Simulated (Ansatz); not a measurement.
AlBN₂ (model structure, started from the BeSiN2 type, I-42d, No. 122, 8 atoms in the cell) was calculated with PBEsol in Ansatz (plane waves, PAW).

Settings: plane-wave cutoff 520 eV, 12×12×12 k mesh, Fermi–Dirac smearing 0.01 eV, scalar-relativistic PAW data made under PBE.

Cell (relaxed with PBEsol):

```cif
data_Al4B4N8
_chemical_formula_sum 'Al4 B4 N8'
_space_group_name_H-M_alt 'I-42d'
_space_group_IT_number 122
_space_group_name_Hall 'I -4 2bw'
_cell_length_a 4.08785
_cell_length_b 4.08785
_cell_length_c 7.61757
_cell_angle_alpha 90.000
_cell_angle_beta 90.000
_cell_angle_gamma 90.000
loop_
_atom_site_label
_atom_site_type_symbol
_atom_site_symmetry_multiplicity
_atom_site_Wyckoff_symbol
_atom_site_fract_x
_atom_site_fract_y
_atom_site_fract_z
_atom_site_occupancy
Al1 Al 4 a 0.00000 0.00000 0.00000 1
B1 B 4 b 0.00000 0.00000 0.50000 1
N1 N 8 d 0.30686 0.25000 0.12500 1
```
(The calculation used a cell of 8 atoms; values per cell refer to that cell.)

Question: Give the computed band gap.

Answer: 
- band gap: 2.69 eV (direct)

Note: the relaxation could raise the start's symmetry but not lower it, so the cell can be a saddle point.

A model structure was made by putting elements into a prototype or built by hand; it is no filed structure, need not be a known phase, and can be a saddle point held by its symmetry.

Ansatz is an electronic-structure program.
